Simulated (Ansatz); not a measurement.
Structures of equal composition on the (100) surface of rock-salt TiC: a layer of Ag, one atom over each C; a layer of Ag, one atom over each Ti. The slabs share one bottom face, and each structure is named by its start. These are constructed structures in small cells; real faces may alloy, dewet or reconstruct in larger ones, and not all known structures of the face are among them. Slabs of about 13 Å, Fermi-Dirac smearing of 0.1 eV. Bottom of the slabs: a bare face, its two planes held. Relaxed from the named starts with such symmetry as they have, on meshes of like density; energies extrapolated to zero smearing; spin only where a row says so; no spin-orbit coupling, no U. Brackets mark spin-polarised runs, whose order is one that fits the cell.

Method: PBE (plane waves to 420 eV, PAW; Ansatz, a program for electronic structure).

**Question.** Put the candidates in order of energy per 1x1 cell, lowest first, for PBE.

**Answer.** a layer of Ag, one atom over each C (0.000 eV), a layer of Ag, one atom over each Ti (0.465 eV)
